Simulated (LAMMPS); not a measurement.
MD of Ag (fcc) at zero pressure, 4000 atoms, as a crystal; each row is its own run.

All values are model results, not measurements: classical MD, pair style eam, the elements' _u3.eam files (universal-3 set of Foiles, Baskes and Daw), run in LAMMPS.

```
T (K)  volume (Å³/atom)
-----  ----------------
200              17.304
300              17.410
560              17.711
740              17.943
1110             18.532
1300             18.949
```

Task: Fit a straight line, y = a + b x, to these rows (x is the first column, y the second) and predict the run at x = 930.

Result: Least squares gives a = 16.944 and b = 0.001470. At x = 930 the fit predicts 18.310 Å³/atom. The run itself gave 18.2217 ± 0.0005 Å³/atom, so the fit is 0.48 % high.

Caution (row 1300): this crystal lies over the melting point of about 1150 K that EAM-type universal-3 set of Foiles, Baskes and Daw gives, so it is superheated.
